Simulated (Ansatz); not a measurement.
The starting structures come from a database of crystals and need not be the phases stable at ambient conditions.

 Where the default PAW files enter, the runs use the earlier of Ansatz's two default sets.

The decay constant κ of evanescent states in the gap governs leakage through a thin film.

Given:

```xyz
4
Lattice="4.1433 0.0000 0.0000 -2.0716 3.5882 0.0000 0.0000 0.0000 4.6982" Properties=species:S:1:pos:R:3 pbc="T T T"
Ca     0.0000     0.0000     4.6979
Al     2.0716     1.1961     2.1476
Si     0.0000     2.3921     2.6587
H      2.0716     1.1961     0.3936
```

Space group of this cell: P3m1. The cell is taken as given; by r2SCAN its mean pressure is -0.6 GPa.

Transport runs along the normal of the first two printed cell vectors, the (001) plane of the conventional cell.

The gap is the functional's own. No spin-orbit coupling. Mid-gap values are interpolated on the energy grid.

Q: Give the band gap and the smallest decay constant κ at mid-gap that Ansatz (an electronic-structure program) with r2SCAN yields.

A: Gap 0.60 eV on a 12×12×6 mesh; κ = 0.165 1/Å, at the zone centre.
